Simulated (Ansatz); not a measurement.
We consider cubic perovskite CsPbCl3 (cubic high-temperature phase), described by G0W0@PBEsol (Ansatz, an electronic-structure program, hard PAW, contour deformation, complete-basis limit).

Numerical settings: largest k mesh 4×4×4 (not extrapolated in the mesh).

Cell (measured lattice):

```
CsPbCl3
1.0
    5.60500     0.00000     0.00000
    0.00000     5.60500     0.00000
    0.00000     0.00000     5.60500
Pb Cl Cs
1 3 1
Cartesian
  2.80250   2.80250   2.80250
  0.00000   2.80250   2.80250
  2.80250   0.00000   2.80250
  2.80250   2.80250   0.00000
  0.00000   0.00000   0.00000
```

What does this level give for the band gap?


* **band gap**: 3.30 eV

Note: filled d or f shells below the valence bands can shift G0W0 gaps through exchange with them, which wasn't tested here; held by symmetry at 0 K, a high-temperature phase can be a saddle point; cell and atoms aren't relaxed at this level; the gap holds a correction of +0.43 eV to the complete basis.

Spin–orbit coupling is not included; with these elements it can move the gap by several tenths of an eV or more.

Static lattice: no zero-point or thermal effects.

Cost on a shared machine: roughly 120 core-minutes.
